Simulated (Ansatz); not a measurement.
Strongest site found for several adsorbates on hcp Ti (0001).

Calculation: PBE (plane waves to 420 eV, PAW; Ansatz, an electronic-structure program).

Counted are starts at which the adsorbate stayed whole and on top. Thin slabs; no dispersion, zero-point or thermal terms; negative values mean binding.

| adsorbate, area an adsorbate | reference | bonded to | E_ads (eV) | shortest bond to the host (Å) |
|---|---|---|---|---|
| Sn, 67 Å² | an atom of beta tin | 3 Ti | -1.03 | 2.84 |
| Br, 7 Å² | ½ Br2(g) | 3 Ti | ? | 2.54 |
| I, 7 Å² | ½ I2(g) | 3 Ti | 0.33 | 2.79 |
| CH3, 30 Å² | CH4(g) − ½ H2(g) | 3 Ti | ? | 2.38 |
| Sn, 30 Å² | an atom of beta tin | 3 Ti | ? | 2.83 |
| NH2, 30 Å² | NH3(g) − ½ H2(g) | 3 Ti | ? | 2.17 |

Task: Some entries are withheld; supply them.

Result: 
- Br, 7 Å², E_ads (eV): -1.78
- CH3, 30 Å², E_ads (eV): -0.28
- Sn, 30 Å², E_ads (eV): -1.07
- NH2, 30 Å², E_ads (eV): -1.51
